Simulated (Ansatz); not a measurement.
The structure below was relaxed with Ansatz (an electronic-structure program) PBEsol, no spin-orbit coupling, at pressure 22.5 GPa.

Space group Fm-3m (No. 225); a = b = c = 5.5406 Å, α = β = γ = 90.00°

```json
[
 {"atom": "Pb", "site": "4a", "symmetry": "m-3m", "x": "0.0000", "y": "0.0000", "z": "0.0000"},
 {"atom": "F", "site": "8c", "symmetry": "-43m", "x": "0.2500", "y": "0.2500", "z": "0.2500"}
]
```

Task: Write out a cell with all atoms.

Result: 
```
PbF2
1.0
    5.54061     0.00000     0.00000
    0.00000     5.54061     0.00000
    0.00000     0.00000     5.54061
Pb F
4 8
Cartesian
  0.00000   0.00000   0.00000
  0.00000   2.77031   2.77031
  2.77031   0.00000   2.77031
  2.77031   2.77031   0.00000
  1.38515   4.15546   4.15546
  1.38515   1.38515   4.15546
  1.38515   1.38515   1.38515
  1.38515   4.15546   1.38515
  4.15546   4.15546   1.38515
  4.15546   1.38515   1.38515
  4.15546   1.38515   4.15546
  4.15546   4.15546   4.15546
```
This is the conventional cell.

Load acts through the strain it causes; cell and atoms are relaxed under it. Stability against distortions was not tested. Competing high-pressure phases were not computed. The cell was made from PbF$_{2}$ in the fluorite structure (space group Fm-3m, No. 225) by this change: pressure 22.5 GPa.
